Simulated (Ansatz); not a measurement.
The starting structures come from a database of crystals and need not be the phases stable at ambient conditions.

Inside the gap of an insulator the Bloch states are evanescent, with a wavenumber k + iκ along the transport direction.

```
CELL_PARAMETERS angstrom
      3.78694     0.00000     0.00000
      0.00000     9.42174     0.00000
      1.89347     0.00000     6.20187
ATOMIC_POSITIONS crystal
  Ca 0.25520 0.25000 0.48960
  Ca 0.74480 0.75000 0.51040
  Sn 0.00000 0.00000 0.00000
  Sn 0.00000 0.50000 0.00000
  S  0.91980 0.25000 0.16040
  S  0.08020 0.75000 0.83960
  S  0.64198 0.04736 0.71604
  S  0.35802 0.95264 0.28396
  S  0.35802 0.54736 0.28396
  S  0.64198 0.45264 0.71604
```

Space group of this cell: Cmcm. The cell is taken as given; by PBEsol its mean pressure is -2.9 GPa.

Transport runs along the normal of the first two printed cell vectors.

The gap is the functional's own, uncorrected, and κ follows it; spin-orbit coupling is left out. Mid-gap values are interpolated between the computed energies.

### Question
Give the band gap and the smallest decay constant κ at mid-gap that PBEsol (Ansatz, a quantum-chemistry and plane-wave program) yields.

### Answer
Gap 0.33 eV on a 8×4×8 mesh; κ = 0.057 1/Å, at the zone centre.
